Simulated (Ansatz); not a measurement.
A15 Mo3Si, treated with LDA (Ansatz, a program for electronic structure, plane waves, PAW).

Settings: plane-wave cutoff 520 eV, 12×12×12 k mesh, Fermi–Dirac smearing 0.05 eV, no spin polarisation, scalar-relativistic PAW data made under PBE.

Energies at three volumes about the minimum:

```json
[
 {"V (Å³/atom)": "13.833", "E − E_lowest (meV/atom)": "5.10"},
 {"V (Å³/atom)": "14.115", "E − E_lowest (meV/atom)": "0.00"},
 {"V (Å³/atom)": "14.398", "E − E_lowest (meV/atom)": "4.74"}
]
```

**Question.** Fit a parabola by hand: where is the minimum, what lattice constant follows, and what is the bulk modulus?

**Answer.** Slopes: (0.00 − 5.10)/(14.115 − 13.833) = -18.085 and (4.74 − 0.00)/(14.398 − 14.115) = 16.749 meV/Å³. Curvature E″ = 2 × (16.749 − (-18.085))/(14.398 − 13.833) = 123.306 meV/Å⁶. From the middle of the first interval, the slope vanishes at V0 = 13.9740 − (-18.085)/123.306 = 14.121 Å³/atom. B = V0 E″ = 14.121 × 123.306 meV/Å³ × 0.1602 GPa per meV/Å³ = 279 GPa. With 8 atoms in the cube, a = (8 × 14.121)^(1/3) = 4.834 Å. The full Birch–Murnaghan fit to all volumes gives V0 = 14.116 Å³/atom and B0 = 279 GPa.

Measured, for comparison: lattice constant a 4.889 Å (temperature not stated, copied from a table, unchecked, no zero-point or thermal correction; as tabulated in Dopovidi Akademii Nauk Ukrains'koi RSR, Seriya A: Fiziko-Tekhnichni ta Matematichni Nauki 1970, 553 (1970)).
